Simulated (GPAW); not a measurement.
GPAW is run on CoAl (Pm-3m, 2 atoms in the cell), and the run fails. The aim is a self-consistent single point with DFT PBEsol, LCAO dzp, GPAW PAW datasets PBEsol (made by gpaw-setup).

Cell that was meant: a = 2.9018 Å, b = 2.9018 Å, c = 2.9018 Å, α = 90.00°, β = 90.00°, γ = 90.00°.

Part of the input:

```python
                    [0.000000, 2.901756, 0.000000],
                    [0.000000, 0.000000, 2.901756]],
              scaled_positions=[[0.500000, 0.500000, 0.500000],
                                [0.000000, 0.000000, 0.000000]])

calc = GPAW(mode='lcao',
            h=0.18,
```

The program printed (abridged):

```
Input parameters:
  basis: dzp
  convergence: {forces: 0.001}
  h: 0.18
  kpts: [9 9 9]
  maxiter: 100
  mode: lcao
  occupations: {name: methfessel-paxton,
                order: 1,
                width: 0.05}
  symmetry: {symmorphic: False,
             tolerance: 0.0005}
  xc: PBEsol

species:
  Al:
    name: Aluminium
    Z: 13.0
    valence: 3
    core: 10
    charge: 0.0
    file: Al.PBEsol.gz

    # LCAO basis set for Al:
    #   Name: dzp
    #   File: Al.dzp.basis.gz
    #   Number of radial functions: 5
    #   Number of spherical harmonics: 13
    #     l=0, rc=7.8750 Bohr: 3s-sz confined orbital
    #     l=1, rc=10.4219 Bohr: 3p-sz confined orbital
    #     l=0, rc=4.6094 Bohr: 3s-dz split-valence wave
    #     l=1, rc=6.2812 Bohr: 3p-dz split-valence wave
    #     l=2, rc=10.4219 Bohr: d-type Gaussian polarization
    #   Number of RI-basis functions 0

  Co:
    name: Cobalt
    Z: 27.0
    valence: 9
    core: 18
    charge: 0.0
    file: Co.PBEsol.gz

    # LCAO basis set for Co:
    #   Name: dzp
    #   File: Co.dzp.basis.gz
    #   Number of radial functions: 5
    #   Number of spherical harmonics: 15
    #     l=0, rc=8.5156 Bohr: 4s-sz confined orbital
    #     l=2, rc=4.9375 Bohr: 3d-sz confined orbital
    #     l=0, rc=5.0625 Bohr: 4s-dz split-valence wave
    #     l=2, rc=2.9375 Bohr: 3d-dz split-valence wave
    #     l=1, rc=8.5156 Bohr: p-type Gaussian polarization
    #   Number of RI-basis functions 0

Reference energy: -44458.988219  # eV

Spin-paired calculation

Convergence criteria:
 Maximum [total energy] change in last 3 cyles: 0.0005 eV / valence electron
 Maximum integral of absolute [dens]ity change: 0.0001 electrons / valence electron
 Maximum integral of absolute [eigenst]ate change: 4e-08 eV^2 / valence electron
 Maximum change in the atomic [forces] across last 2 cycles: 0.001 eV/Ang OR
Maximum error relative to the maximum force is below inf
 Maximum number of scf [iter]ations: 100

Traceback (most recent call last):
   [... frames left out ...]
ValueError: K-points can only be used with PBCs!
```

Problem. From the messages shown, name the fault and mend the input.

Solution. The fault is periodic boundary conditions left out; here the program stops on it instead of giving results. To fix it, switch periodicity on. The program stopped before any SCF iteration.

An input that runs soundly differs in these lines (not the only fix; some lines may just follow from the change or write a value another way):
```diff
-                                [0.000000, 0.000000, 0.000000]])
+                                [0.000000, 0.000000, 0.000000]],
+              pbc=True)
```

With that input, the run converged in 10 iterations: free energy E − TS (from the program's reference atoms) -13.7640 eV; Fermi level (on the code's own zero) 9.45 eV (DFT PBEsol, LCAO dzp, GPAW PAW datasets PBEsol (made by gpaw-setup)).

On the sound input: the starting cell has typed, rounded lattice constants, without a prior relaxation at this level. Its lattice was rescaled by a random factor within 2.5 % of one. Spin polarisation is off. Values carry the incompleteness of an atom-centred basis.
